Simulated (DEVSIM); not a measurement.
System: Schottky contact on n-type ZnO, at 400 K.

Layer 1 from the left is ZnO, thickness (μm) 2.20, Nd (cm⁻³) 1.6e16, τn (s) 3.1e-10, τp (s) 3.1e-10.

Left contact: Schottky, work function 5.95 eV, emission velocity 1.1e7 cm/s. Right contact: ohmic. Voltage is applied to the left contact. Recombination: SRH at mid-gap, radiative, Auger. Mobility is constant in doping.

Constants are typed, rounded textbook-type inputs, not results; the design itself was drawn at random and stands for no fabricated device. Values at 300 K; Nc and Nv go as T^1.5, mobilities as T to minus their exponent, the gap by Varshni's rule with the affinity fixed.

ZnO: gap (eV) 3.37, affinity (eV) 4.5, permittivity 8.7, Nc (cm⁻³) 3.7e18, Nv (cm⁻³) 1.8e19, μn (cm²/Vs) 200, μp (cm²/Vs) 20, T exponent of μn 1.5, T exponent of μp 1.5, B (cm³/s) 1e-10, Cn (cm⁶/s) 1e-31, Cp (cm⁶/s) 1e-31, Varshni α (eV/K) 0.00055, Varshni β (K) 900.

Simulated with DEVSIM: 1D drift-diffusion, Boltzmann statistics, complete ionisation; no tunnelling, impact ionisation, image-force lowering or self-heating. Metal contacts follow the ideal Schottky-Mott rule: no Fermi-level pinning, no interface dipoles.

Dark forward current:

| |V| (V) | |J| (A/cm²) |
|---|---|
| 0.05 | 8.920e-12 |
| 0.10 | 4.644e-11 |
| 0.15 | 2.045e-10 |
| 0.20 | 8.697e-10 |
| 0.25 | 3.668e-9 |
| 0.30 | 1.543e-8 |
| 0.35 | 6.481e-8 |
| 0.40 | 2.719e-7 |
| 0.45 | 1.139e-6 |
| 0.50 | 4.763e-6 |
| 0.55 | 1.988e-5 |
| 0.60 | 8.280e-5 |
| 0.65 | 0.0003439 |
| 0.70 | 0.001424 |
| 0.75 | 0.005871 |
| 0.80 | 0.02407 |
| 0.85 | 0.09794 |
| 0.90 | 0.3931 |
| 0.95 | 1.533 |
| 1.00 | 5.570 |
| 1.05 | 17.27 |
| 1.10 | 41.87 |
| 1.15 | 79.74 |
| 1.20 | 127.5 |
| 1.25 | 182.0 |
| 1.30 | 240.9 |

Work out the local ideality factor n = ΔV / (kT/q · ln(J2/J1)) between the rows 0.15 and 0.20 V, 1.25 and 1.30 V.

kT/q = 34.47 mV. From 0.15 to 0.20 V: ln(8.697e-10/2.045e-10) = 1.448, n = 1.00, near the 1 of diffusion or emission over a barrier. From 1.25 to 1.30 V: ln(240.9/182.0) = 0.280, n = 5.17; the layers' resistance at their doping, Σ W/(qμN) = 0.00066 Ω cm², would take 39 mV of this step of 50 mV.

Estimate the current at 0.50 V for emission alone, J0 = q v N_band exp(−φB/kT), and read the barrier back from the simulated current.

φB = 1.450 eV, N_band = 5.70e18 cm⁻³, J0 = 5.41e-12 A/cm²; J = J0 (exp(qV/kT) − 1) = 1.08e-5 A/cm². The simulation gives 4.76e-6 A/cm²; the estimate lies 130 % above. Read backwards, the simulated current gives an apparent barrier of 1.478 eV. The estimate leaves out transport through the depletion region and minority injection.
